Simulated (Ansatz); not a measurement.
**A computed series for TaAgO3: element substitutions**

Take TaAgO₃ in the cubic perovskite structure (space group Pm-3m, No. 221; a cell from a computed database, its experimental status unchecked) as the base.

```
TaAgO3
1.0
    3.95145     0.00000     0.00000
    0.00000     3.95145     0.00000
    0.00000     0.00000     3.95145
Ta Ag O
1 1 3
Direct
  0.00000   0.00000   0.00000
  0.50000   0.50000   0.50000
  0.00000   0.00000   0.50000
  0.50000   0.00000   0.00000
  0.00000   0.50000   0.00000
```

Each row replaces one element on all its sites; cell and atoms are relaxed.

Levels (all Ansatz, a quantum-chemistry and plane-wave program, PAW): PBEsol (420 eV, scalar-relativistic without spin-orbit coupling); HSE06 (420 eV, no spin-orbit coupling).

Band gaps by level, all at the geometries relaxed with PBEsol:

```json
[
 {"case": "base", "PBEsol": "1.62 eV", "HSE06": "3.46 eV"},
 {"case": "Ag → Tl", "PBEsol": "0.61 eV", "HSE06": "(withheld)"},
 {"case": "Ta → Nb", "PBEsol": "1.40 eV", "HSE06": "(withheld)"}
]
```

### Question
Some entries are withheld; estimate them.

### Answer

- Ag → Tl, HSE06: 1.45 eV
- Ta → Nb, HSE06: 2.73 eV

Single points use the geometry relaxed with PBEsol. The hybrid gap comes from the SCF mesh plus the semilocal run's edge points and a few special points and is an upper bound. With Ta and Tl present, leaving out spin-orbit coupling can change the band edges. Whether these cells are dynamically stable was not tested. For TaTlO3 and NbAgO3 in this form, whether it has been made was not checked. Many cubic perovskites are stable only at high temperature; tilts and polar distortions were not tested.
